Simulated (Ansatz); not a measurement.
```
CELL_PARAMETERS angstrom
      0.00000     2.59743     2.59743
      2.59743     0.00000     2.59743
      2.59743     2.59743     0.00000
ATOMIC_POSITIONS crystal
  Sr 0.00000 0.00000 0.00000
  O  0.50000 0.50000 0.50000
```

The numbers are results of r2SCAN, rigid bands (plane waves, PAW, scalar-relativistic; Ansatz, a quantum-chemistry and plane-wave program), not measurements. Condition of this run: hydrostatic pressure of -3.6 GPa (compression positive) (the target of the relaxation). How the cell was made: cell and atoms relaxed with PBEsol, then loaded as said.

Predict the electron conductivity mass (n e² τ/σ) at 300 K, by direction if it differs.

0.53 mₑ.

Predict the hole conductivity mass (n e² τ/σ) at 300 K, by direction if it differs.

1.46 mₑ.

And the band gap?

3.81 eV at this level; semilocal functionals usually fall short of the measured gap.

Rigid bands, one relaxation time for all states, no polarons. Spin-orbit coupling is left out; where it splits the top of the valence band it changes the hole mass and lowers the gap by about a third of the splitting. Geometry: cell and atoms relaxed with PBEsol.
